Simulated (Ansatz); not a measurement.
Consider CdTe in the zinc blende structure (space group F-43m, No. 216).

```
CELL_PARAMETERS angstrom
      0.00000     3.27881     3.27881
      3.27881     0.00000     3.27881
      3.27881     3.27881     0.00000
ATOMIC_POSITIONS crystal
  Te 0.75000 0.75000 0.75000
  Cd 0.00000 0.00000 0.00000
```

Cartesian axes are those of the cell as printed.

Level of theory: plane-wave PAW DFT at the r2SCAN level (Ansatz, a first-principles code, 500 eV), spin-orbit coupling left out.

One thing is altered: every lattice vector is shortened by 1.09 %; the atoms relax in the strained cell.

Problem. Predict the stress tensor and what it implies for the stiffness.

Solution. Stress of the strained cell less that of the base (GPa, compression positive):
```
   1.43    0.00    0.00
   0.00    1.43    0.00
   0.00    0.00    1.43
```

Then B = −ΔP/(ΔV/V₀) with ΔV/V₀ = -0.0323 gives secant stiffness values (nonlinear terms included at this strain): B ≈ 44 GPa.

As a check, the harmonic strain energy −½ V₀ Δσ:ε is 5.1 meV/atom; the computed energy rise is 4.9 meV/atom.

No phonon test of stability was made.
